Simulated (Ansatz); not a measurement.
**Lattice parameter c of TaSi (model structure, started from the TiAs type, P6₃/mmc, No. 194, 8 atoms in the cell) at several levels of theory**

No measured value is used here.

```csv
level (code),value (Å)
PBE (Ansatz),?
PBEsol (Ansatz),12.138
PBE-D3(BJ) (Ansatz),12.141
```

**Question.** Complete the blanks.

**Answer.** 
- PBE (Ansatz, an electronic-structure program), value (Å): 12.207

Density-functional levels without +SOC have no spin–orbit coupling. Ansatz's density-functional and Hartree–Fock values are scalar-relativistic unless marked +SOC, with PAW data made under PBE.

A model structure was made by putting elements into a prototype or built by hand; it is no filed structure, need not be a known phase, and can be a saddle point held by its symmetry.
